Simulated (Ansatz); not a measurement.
The reference is HfN in the rock salt structure (space group Fm-3m, No. 225; a = 4.526 Å; relaxed with 0.1 eV smearing).

Method: r2SCAN in Ansatz (plane waves to 500 eV, PAW, spin-orbit coupling left out).

Strains are applied to the cell and any free atomic positions relax.

One change was made to it. Results:

```json
[
 {"quantity": "energy relative to the base (free energy F)", "base": "0 meV/atom", "after": "+39 meV/atom"},
 {"quantity": "pressure", "base": "0.0 GPa", "after": "19.4 GPa"}
]
```

Question: Which of these changes matches the shifts?
(A) isotropic strain −0.50 %
(B) isotropic strain −1.50 %
(C) isotropic strain −2.00 %
(D) isotropic strain −3.00 %
(E) isotropic strain −2.50 %

Answer: C, isotropic strain −2.00 %. For comparison, the energy relative to the base in the other runs: isotropic strain −3.00 % gives +91 meV/atom; isotropic strain −1.50 % gives +22 meV/atom; isotropic strain −0.50 % gives +2.3 meV/atom; isotropic strain −2.50 % gives +62 meV/atom.

Stability against distortions was not tested. All final runs are without spin polarisation. An odd electron count without spin: HfN.

Ansatz is a program for electronic structure.
